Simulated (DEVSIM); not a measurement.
Structure: abrupt Ge p-n junction, at 400 K.

| layer (left to right) | material | thickness (μm) | Nd (cm⁻³) | Na (cm⁻³) | τn (s) | τp (s) |
|---|---|---|---|---|---|---|
| 1 | Ge | 11.0 | - | 1.1e17 | 0.00019 | 0.00019 |
| 2 | Ge | 51.0 | 3.1e16 | - | 0.00019 | 0.00019 |

Left contact: ohmic. Right contact: ohmic. Voltage is applied to the left contact. Recombination: SRH at mid-gap, radiative, Auger. Mobility is μmin + (μ − μmin)/(1 + (N/Nref)^α).

The device is made up for the run: typed textbook-type constants, with dimensions and the other settings drawn at random. Values at 300 K; Nc and Nv go as T^1.5, mobilities as T to minus their exponent, the gap by Varshni's rule with the affinity fixed.

| parameter | Ge |
|---|---|
| gap (eV) | 0.664 |
| affinity (eV) | 4 |
| permittivity | 16 |
| Nc (cm⁻³) | 1.04e19 |
| Nv (cm⁻³) | 6e18 |
| μn (cm²/Vs) | 3900 |
| μp (cm²/Vs) | 1900 |
| μn,min | 150 |
| μp,min | 100 |
| Nref,n | 2.6e17 |
| Nref,p | 4e17 |
| αn | 0.56 |
| αp | 0.6 |
| T exponent of μn | 1.66 |
| T exponent of μp | 2.33 |
| B (cm³/s) | 6.4e-14 |
| Cn (cm⁶/s) | 1e-31 |
| Cp (cm⁶/s) | 1e-31 |
| Varshni α (eV/K) | 0.000477 |
| Varshni β (K) | 235 |

Model (solved in DEVSIM): 1D drift-diffusion, Boltzmann statistics, complete ionisation; no tunnelling, impact ionisation, image-force lowering or self-heating.

The thickness of layer 2 was swept, all else fixed.

```tsv
thickness of layer 2 (μm)	dark forward voltage at 100 A/cm² (V)
10	0.199
18	0.214
31	0.230
51	0.246
87	0.272
150	0.313
260	0.379
```

From the first row to the last the dark forward voltage at 100 A/cm² goes from 0.199 to 0.379.
